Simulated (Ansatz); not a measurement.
Consider GaP in the zinc blende structure (space group F-43m, No. 216; a = 5.391 Å). Axes: x, y, z lie along the cube axes.

The values are results of DFT with LDA, PAW potentials and a 420 eV plane-wave cutoff in Ansatz (a first-principles code), no SOC, not measurements.

Before the change:

The pressure comes out as -0.01 GPa.

Modification: biaxial strain −2.50 %, plane normal [111], relaxed out of plane (Cartesian); in-plane vectors clamped, the third vector and the atoms free.

### Question
Predict the new out-of-plane strain.

### Answer
The out-of-plane strain amounts to +1.21 %.

### Question
What does the calculation give for the pressure after the change?

### Answer
The pressure (mean of the normal stresses, compression positive) rises by 3.78 GPa to 3.77 GPa.

Stability against distortions was not tested.
